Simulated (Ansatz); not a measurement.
Start from GaAs in the zinc blende structure (space group F-43m, No. 216; a = 5.659 Å).

Now apply this change: a fraction x = 0.75 of the As sites is given to P, ordered in a cell of 8 atoms (starting symmetry Cm) and fully relaxed.

The other end (x = 1) is GaP in the zinc blende structure (space group F-43m, No. 216): 20.11 Å³/atom, gap 1.45 eV.

Levels (all Ansatz, a first-principles code, PAW): PBEsol (420 eV, spin-orbit coupling left out); HSE06 (420 eV, without spin-orbit coupling).

The geometry is relaxed with PBEsol.

PBEsol band gap: 1.32 eV

With HSE06 at the same geometry, the band gap rises by 0.803 eV, from 1.32 eV to 2.13 eV.

Single points use the geometry relaxed with PBEsol. Each cell is one ordered arrangement of few atoms, which overstates ordering effects compared with a random alloy. Whether these cells are dynamically stable was not tested.
